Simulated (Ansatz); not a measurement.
An Ansatz (a quantum-chemistry and plane-wave program) run: a single point on TiO2 with a change (pressure 10 GPa), its geometry relaxed with PBEsol; HSE06 in Ansatz (plane waves to 420 eV, PAW, no SOC).

Input:

Ansatz 0.2 input:
```yaml
crystal:
  lattice:
    - [-1.8731896404, 1.8731896404, 4.5884204364]
    - [1.8731896404, -1.8731896404, 4.5884204364]
    - [1.8731896404, 1.8731896404, -4.5884204364]
  atoms:
    - { symbol: Ti, position: [0.75, 0.25, 0.5] }
    - { symbol: Ti, position: [0, 0, 0] }
    - { symbol: O, position: [0.962795173, 0.462795173, 0.5] }
    - { symbol: O, position: [0.787204827, 0.787204827, 0] }
    - { symbol: O, position: [0.537204827, 0.037204827, 0.5] }
    - { symbol: O, position: [0.212795173, 0.212795173, 0] }
basis: { ecutwfc: 420, ecutrho_ratio: 4, xc_grid: 2, fft_grid_basis: typed }
kpoints: { mp_grid: { grid: [8, 8, 8] } }
hamiltonian:
  xc: hse06
  dispersion: none
  pseudopotentials: { kind: paw }
scf: { occupations: { method: fermi_dirac, width: 0.01 } }
output: { eigenvalues: true, eigenstates: { kpoints: [[0, 0, 0.466667], [0, 0, 0], [0.5, 0.5, -0.5], [-0.291666, 0.291666, 0.291666]] } }
```

Output (explanatory and most iteration lines left out):

```
Pseudopotential: Ti, paw, valence charge 12
Pseudopotential: O, paw, valence charge 6
Crystal: 6 atoms, lattice volume = 64.400 Å³
Basis set: ecut = 420 eV, 1267 PW (Γ), exchange–correlation on 72×72×72 points (8 copies of the dense FFT grid, shifted against one another)
Bands: 30, of which v1, the nominal top of the filled ones, is band 24 counted from 1 (23 counted from 0)
Symmetry: 16 space group operations
Space group: I41/amd (ITA 141), of the structure as read, at distance tolerance 4.0e-5 Å
k-points: 59 of 512
Functional: x = pbe(κ = 0.804, μ = 0.2195149727645171), c = pbe(β = 0.06672455060314922), warm-up for x = pbe(κ = 0.804, μ = 0.2195149727645171) + 0.25 (exact …
SCF iter   1: F=—  HF=-7277.241795 eV  |F-HF|=—  |Δ(HF+E_count)|=         —  Δρ=4.00e-3  dr2=6.21e-3  ethr=1.77e-3  ⟨swp⟩=5.0  Hψ=7202  notcnv=0
SCF iter   2: F=—  HF=-7277.244386 eV  |F-HF|=—  |Δ(HF+E_count)|=   2.59e-3  Δρ=4.02e-3  dr2=9.38e-3  ethr=1.29e-5  ⟨swp⟩=4.4  Hψ=6115  notcnv=0
SCF 1 stopped early in 3 iterations: F = -7277.242885 eV  dr2 = 4.28e-4
Crystal: 6 atoms, lattice volume = 64.400 Å³
Functional: x = pbe(κ = 0.804, μ = 0.2195149727645171) + 0.25 (exact − pbe) at short range (hse, ω = 0.20786987370883472 Å⁻¹), c = pbe(β = 0.06672455060314922); HSE06 as pw.x's `hse` composes it (authors' and Libxc's form: `xc: wpbeh`)
SCF iter   1: F=—  HF=-7276.125307 eV  |F-HF|=—  |Δ(HF+E_count)|=         —  Δρ=3.33e-2  dr2=9.70e-1  ethr=8.92e-6  ⟨swp⟩=6.0  Hψ=8160  notcnv=0
SCF iter   2: F=—  HF=-7275.978500 eV  |F-HF|=—  |Δ(HF+E_count)|=   1.47e-1  Δρ=3.07e-2  dr2=5.84e-1  ethr=8.92e-6  ⟨swp⟩=5.0  Hψ=8212  notcnv=0
SCF 2 stopped early in 6 iterations: F = -7275.895832 eV  dr2 = 3.76e-5
Crystal: 6 atoms, lattice volume = 64.400 Å³
SCF iter   1: F=—  HF=-7275.894732 eV  |F-HF|=—  |Δ(HF+E_count)|=         —  Δρ=2.09e-4  dr2=2.79e-5  ethr=2.26e-6  ⟨swp⟩=4.8  Hψ=4336  notcnv=0
SCF iter   2: F=—  HF=-7275.894726 eV  |F-HF|=—  |Δ(HF+E_count)|=   6.32e-6  Δρ=3.71e-5  dr2=1.05e-6  ethr=6.46e-10  ⟨swp⟩=3.9  Hψ=8709  notcnv=0
SCF 3 converged in 4 iterations: F = -7275.894731 eV  dr2 = 2.77e-8
Free energy (F): -7275.894731 eV
Internal energy: -7275.894731 eV  (E = F + TS)
E sigma→0 (E₀):  -7275.894731 eV
Fermi energy:    8.929933 eV
```

Single points use the geometry relaxed with PBEsol. HSE06 was sampled on its mesh, a few special points and the semilocal edge points, so its gap is an upper bound. Load acts through the strain it causes; cell and atoms are relaxed under it. Whether these cells are dynamically stable was not tested. No other phases were tried under pressure. All final runs are without spin polarisation. The cell was made from TiO2 in the anatase structure (space group I4_1/amd, No. 141) by this change: pressure 10 GPa.
